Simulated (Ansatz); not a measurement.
Here is the system:

```yaml
crystal:
  lattice:
    - [3.27797, 0.00000, 0.00000]
    - [-1.63898, 2.83880, 0.00000]
    - [0.00000, 0.00000, 5.27722]
  atoms:
    - { symbol: Zr, position: [0.66667, 0.33333, 0.75000] }
    - { symbol: Zr, position: [0.33333, 0.66667, 0.25000] }
```

No spin polarisation.

Method: plane-wave PAW DFT at the PBEsol level (Ansatz, a quantum-chemistry and plane-wave program, 420 eV), no spin-orbit coupling. k-mesh 21×21×11 (Γ-centred); smearing 0.1 eV (Fermi–Dirac).

Problem. Predict the band gap.

Solution. Zero.

Problem. Estimate the pressure (mean of the normal stresses, compression positive).

Solution. -7.6 GPa.

Problem. What is the computed space group?

Solution. P6_3/mmc (No. 194).

The cells carry an imposed strain or load. Stability against distortions was not tested. The final runs are not spin-polarised. The cell was made from Zr in the hcp (Mg type) structure (space group P6_3/mmc, No. 194) by this change: isotropic strain +3.00 %.
